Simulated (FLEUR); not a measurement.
Input and output of a self-consistent single point for Sr3P2 (Pm-3m, 5 atoms in the cell) (FLEUR).

Method: PBEsol, all-electron FLAPW (FLEUR), scalar-relativistic valence in FLEUR.

The change in words: lattice scaled by 0.98. Reference geometry:
```yaml
crystal:
  lattice:
    - [5.67000, 0.00000, 0.00000]
    - [0.00000, 5.67000, 0.00000]
    - [0.00000, 0.00000, 5.67000]
  atoms:
    - { symbol: Sr, position: [0.00000, 0.50000, 0.50000] }
    - { symbol: Sr, position: [0.50000, 0.00000, 0.50000] }
    - { symbol: Sr, position: [0.50000, 0.50000, 0.00000] }
    - { symbol: P, position: [0.00000, 0.00000, 0.00000] }
    - { symbol: P, position: [0.50000, 0.50000, 0.50000] }
```

Reference input (self-consistent single point, DFT, PBEsol, all-electron FLAPW (FLEUR), scalar-relativistic valence): Kmax = 4.1 1/bohr; GmaxXC = 16.4 1/bohr; xcFunctional = PBEs; jspins = 1; l_soc = F; mode = hist; fermiSmearingEnergy = 0.00499791 Htr; mesh (inpgen div1-3) = 6 6 6; inpgen gamma flag = true; Gmax = 16.4 1/bohr; numbands = 0; maxIterBroyd = 25. This run's input differs from it in these lines:

```diff
@@ -6,3 +6,3 @@
 0.0000000000 0.0000000000 1.0000000000
-10.7147471266
+10.5004521841
 1.0 1.0 1.0
@@ -47,5 +47,5 @@
          <bravaisMatrix>
-            <row-1>   10.7147471266000007     0.0000000000000000     0.0000000000000000</row-1>
-            <row-2>    0.0000000000000000    10.7147471266000007     0.0000000000000000</row-2>
-            <row-3>    0.0000000000000000     0.0000000000000000    10.7147471266000007</row-3>
+            <row-1>   10.5004521841000003     0.0000000000000000     0.0000000000000000</row-1>
+            <row-2>    0.0000000000000000    10.5004521841000003     0.0000000000000000</row-2>
+            <row-3>    0.0000000000000000     0.0000000000000000    10.5004521841000003</row-3>
          </bravaisMatrix>
```

Log, with long lists cut:

```
 Iteration:     1   Distance:       6.62260601 me/bohr^3
 Iteration:     2   Distance:       5.79365850 me/bohr^3
 Iteration:     3   Distance:       2.56254087 me/bohr^3
 Iteration:     4   Distance:       1.79058858 me/bohr^3
 Iteration:     5   Distance:       1.35609019 me/bohr^3
   [... 8 lines left out ...]
 Iteration:    14   Distance:       0.00027257 me/bohr^3
 Iteration:    15   Distance:       0.00005131 me/bohr^3
 Iteration:    16   Distance:       0.00005740 me/bohr^3
 Iteration:    17   Distance:       0.00000241 me/bohr^3
 Run finished successfully
 Stop message:
   Structural relaxation: Done

[file out, last iteration]
             iter=     18
[...]
          total density-effective poten   -1.6500185864E+04
          total charge density-energy d   -3.5514059350E+02
 Updated energy parameters for spin:           1
[...]
 fermi energy and band-weighting factors:

[...]
FERMIE:
          first approx. to ef    (T=0)  :   0.181869 htr   (energy of the highest occ. eigenvalue)
          number of occ. states  (T=0)  :        400
          first approx. to seigv (T=0)  : -13.898316 htr
          sum of weights of occ. states :  20.000000
          sum of semicore charge        :   0.000000 e
FERHIS:  Fermi-Energy by histogram:
          bandgap                     :   0.003798 htr
   [... lines left out ...]
          charge neutrality (T=0)     :   0.000000    (zero if the highest occ. eigenvalue is "entirely" occupied)
     EF_NEWTON:  Adjust Fermi-Energy by Newton-Method.
 Direct bandgap for spin            1 :    2.8359581333587652E-002  Htr
 ---->    free energy=                    -10216.9914510694 htr
   [... lines left out ...]
 TOTAL FORCE FOR ATOM TYPE=  1  X=  0.000   Y=  5.250   Z=  5.250
                       FX_TOT= 0.000000 FY_TOT= 0.000000 FZ_TOT= 0.000000
 TOTAL FORCE FOR ATOM TYPE=  2  X=  0.000   Y=  0.000   Z=  0.000
                       FX_TOT= 0.000000 FY_TOT= 0.000000 FZ_TOT= 0.000000
 TOTAL FORCE FOR ATOM TYPE=  3  X=  5.250   Y=  5.250   Z=  5.250
                       FX_TOT= 0.000000 FY_TOT= 0.000000 FZ_TOT= 0.000000
 Structural relaxation: Done
```

The run converged in 17 iterations. FLEUR gives forces in its relaxation mode, with a further iteration, so its stop message speaks of a relaxation. Against the reference run the free energy drops by 4.1 meV/atom.

The starting cell comes from a database of computed structures (which also holds hypothetical and non-ambient phases and stackings), without a prior relaxation at this level. For this run, on top of that: lattice scaled by 0.98. Values depend on the basis (sphere radii, cutoffs, local orbitals), which need not be converged. No gap is read from this output. The log's line on a gap gives a spacing of levels on this mesh, which the program prints for metals too.

Cost on one core of a shared machine: roughly 7 min.
